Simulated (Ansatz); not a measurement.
Take CdS in the wurtzite structure (space group P6_3mc, No. 186; a = 4.196 Å, c = 6.830 Å) as the base. Axes: x lies along a and z along c of the hexagonal cell.

It is then changed as follows: biaxial strain −4.11 %, plane normal [001], relaxed out of plane (Cartesian); in-plane vectors clamped, the third vector and the atoms free.

Levels (all Ansatz, a first-principles code, PAW): PBE (420 eV, no spin-orbit coupling); r2SCAN (500 eV, spin-orbit coupling left out); HSE06 (420 eV, no spin-orbit coupling); PBE+SOC (420 eV, spin-orbit coupling included).

One geometry, relaxed with PBE, under each level:

The valence-band top lists the three highest levels at Γ (Kramers pairs under SOC), from the VBM.

| level | band gap | lowest conduction level above the VBM at special points | valence-band top at Γ | electron mass | hole mass | pressure |
|---|---|---|---|---|---|---|
| PBE | 1.00 eV | Γ 1.00 eV; A 2.91 eV; L 3.16 eV; M 3.49 eV | 0.00, 0.00, -0.38 eV | 0.11 mₑ out of plane, 0.13 mₑ in plane (at Γ) | – | 26.2 kbar |
| r2SCAN | 1.45 eV | Γ 1.45 eV; A 3.38 eV; L 3.56 eV; M 3.95 eV | – | 0.13 mₑ out of plane, 0.17 mₑ in plane (at Γ) | – | 12.2 kbar |
| HSE06 | 2.01 eV | Γ 2.01 eV; A 3.99 eV; L 4.19 eV | – | – | – | – |
| PBE+SOC | 0.98 eV | Γ 0.98 eV; A 2.89 eV; L 3.14 eV; M 3.47 eV | 0.00, -0.04, -0.39 eV | 0.11 mₑ out of plane, 0.13 mₑ in plane (at Γ) | 1.7 mₑ out of plane, 0.24 mₑ in plane (at Γ) | 25.6 kbar |

Single points use the geometry relaxed with PBE. Their cutoffs differ, which shifts pressures a little. Differences between runs with and without spin-orbit coupling are approximate. Effective masses come from finite differences of ±0.01 Å⁻¹. Stability against distortions was not tested.
